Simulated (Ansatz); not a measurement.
# What x(Cu) = 0.833, 12 atoms, R3 does to CdSe

Base system: CdSe in the wurtzite structure (space group P6_3mc, No. 186; a = 4.302 Å, c = 7.021 Å).

The other end (x = 1) is CuSe in the wurtzite structure (space group P6_3mc, No. 186; a hypothetical phase, not in the database extracts checked): 19.60 Å³/atom, gap zero; this end may not be an ambient phase.

The change: a fraction x = 0.833 of the Cd sites is given to Cu, ordered in a cell of 12 atoms (starting symmetry R3) and fully relaxed.

Method: PBEsol (Ansatz, an electronic-structure program), spin-orbit coupling left out, earlier PAW set. k-mesh 9×9×9 (Γ-centred); smearing 0.05 eV (Fermi–Dirac), for the changed cell.

The volume per atom decreases by 7.316 Å³ to 20.82 Å³ and the density increases by 0.36 g/cm³, from 5.65 g/cm³ to 6.01 g/cm³. The shortest interatomic distance drops by 0.313 Å to 2.320 Å and the band gap goes from 0.54 eV to zero. The mixing energy comes out as +0.03 eV/atom (to 0.01 eV only: unlike meshes or grids) (against an end that may be hypothetical) and the deviation of the volume from the linear (Vegard-type) interpolation comes out as -1.0 %. The mean first-shell distances amounts to Cd–Se 2.611 Å (end compound 2.633 Å), Cu–Se 2.349 Å (end compound 2.332 Å).

Final structure:

```xyz
12
Lattice="3.3069 1.9092 6.5950 -3.3069 1.9092 6.5950 0.0000 -3.8185 6.5950" Properties=species:S:1:pos:R:3 pbc="T T T"
Cu     0.0000     0.0000     6.4460
Cd     0.0000     0.0000    19.7703
Cu     0.0000     0.0000    13.1346
Cu    -2.1611     0.0182     9.8704
Cu     1.0963     1.8624     9.8704
Cu     1.0647    -1.8806     9.8704
Se     0.0000     0.0000    10.8030
Se     0.0000     0.0000     4.1262
Se     0.0000     0.0000    17.1756
Se    -2.0682    -0.1891     7.5327
Se     0.8704     1.8857     7.5327
Se     1.1979    -1.6966     7.5327
```

Cost of the whole job for the changed cell (relaxation, final SCF and bands): about 80 core-minutes (a rough figure).

These are small ordered cells, not random alloys; other orderings at the same x differ. No phonon test of stability was made. All final runs are without spin polarisation. An odd electron count without spin: CdCu5Se6.
